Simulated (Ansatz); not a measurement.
The starting structures come from a database of crystals and need not be the phases stable at ambient conditions.

 Where the default PAW files enter, the runs use the earlier of Ansatz's two default sets.

Inside the gap of an insulator the Bloch states are evanescent, with a wavenumber k + iκ along the transport direction.

Here is the system:

```xyz
5
Lattice="4.4868 0.0000 0.0000 0.0000 6.3453 0.0000 0.0000 3.1727 3.1727" Properties=species:S:1:pos:R:3 pbc="T T T"
Cs     0.0000     0.0000     0.0000
Cd     2.2434     3.1727     0.0000
F      2.2434     1.5863     1.5863
F      2.2434     4.7590     1.5863
F      0.0000     3.1727     0.0000
```

Space group of this cell: Pm-3m, cubic perovskite. The cell is taken as given; by PBEsol its mean pressure is -1.0 GPa.

Transport runs along the normal of the first two printed cell vectors, the (110) plane of the conventional cell.

The gap is the functional's own, uncorrected, and κ follows it; spin-orbit coupling is left out. Mid-gap values are interpolated between the computed energies.

Problem. Compute, with PBEsol (Ansatz, a first-principles code), the band gap and the smallest decay constant κ at mid-gap.

Solution. Gap 3.19 eV on a 10×10×10 mesh; κ = 0.340 1/Å, at the zone centre.
